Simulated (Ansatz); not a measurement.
Evanescent states of CuI (F-43m, zinc blende, 2 atoms a cell, 26.6 Å³ an atom) along the normal of (111)

Computed with r2SCAN (plane waves, PAW; Ansatz, a first-principles code).

The gap is the functional's own, uncorrected, and κ follows it; spin-orbit coupling is left out. Mid-gap values are interpolated between the computed energies.

Energies count from the valence-band top; κ is the least over a 12×12 mesh across the current.

| E (eV) | κ (1/Å) | where |
|---|---|---|
| 0.05 | 0.050 | Γ |
| 0.15 | 0.083 | Γ |
| 0.25 | 0.103 | Γ |
| 0.35 | 0.117 | Γ |
| 0.45 | ? | Γ |
| 0.55 | ? | Γ |
| 0.65 | ? | Γ |
| 0.75 | ? | Γ |
| 0.85 | ? | Γ |
| 0.95 | ? | Γ |
| 1.05 | ? | Γ |
| 1.15 | ? | Γ |
| 1.25 | ? | Γ |
| 1.35 | 0.119 | Γ |
| 1.45 | 0.107 | Γ |
| 1.55 | 0.091 | Γ |
| 1.65 | 0.066 | Γ |

### Question
Fill in the missing entries.

### Answer

- 0.45, κ (1/Å): 0.127
- 0.55, κ (1/Å): 0.135
- 0.65, κ (1/Å): 0.139
- 0.75, κ (1/Å): 0.142
- 0.85, κ (1/Å): 0.143
- 0.95, κ (1/Å): 0.142
- 1.05, κ (1/Å): 0.140
- 1.15, κ (1/Å): 0.135
- 1.25, κ (1/Å): 0.129
